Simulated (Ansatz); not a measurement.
The parent structure is PbTe in the rock salt structure (space group Fm-3m, No. 225).

```yaml
crystal:
  lattice:
    - [0.00000, 3.28470, 3.28470]
    - [3.28470, 0.00000, 3.28470]
    - [3.28470, 3.28470, 0.00000]
  atoms:
    - { symbol: Te, position: [0.00000, 0.00000, 0.00000] }
    - { symbol: Pb, position: [0.50000, 0.50000, 0.50000] }
```

Computed with Kohn–Sham DFT with the PBE functional, run in Ansatz (an electronic-structure program) with PAW and 420 eV plane waves, no SOC, earlier PAW set.

For the base:

| Quantity | Result |
|---|---|
| Hole mass | 0.50 mₑ along k, 0.092 mₑ across (at L) |

One thing is altered: the cell is scaled by 1.0263 in all directions, atoms relaxed at fixed cell.

Question: How does this affect the mean gap deformation potential ΔEg/Δln V and hole mass?

Answer: The mean gap deformation potential ΔEg/Δln V comes out as +1.5 eV; the hole mass becomes 0.62 mₑ along k, 0.12 mₑ across (at L) (base: 0.50 mₑ along k, 0.092 mₑ across (at L)).

Spin-orbit coupling, missing from the scalar runs, can matter with Pb and Te. The cells carry an imposed strain or load. Effective masses come from finite differences of ±0.01 Å⁻¹. Along k means along the line from Γ to the band edge. No phonon test of stability was made.
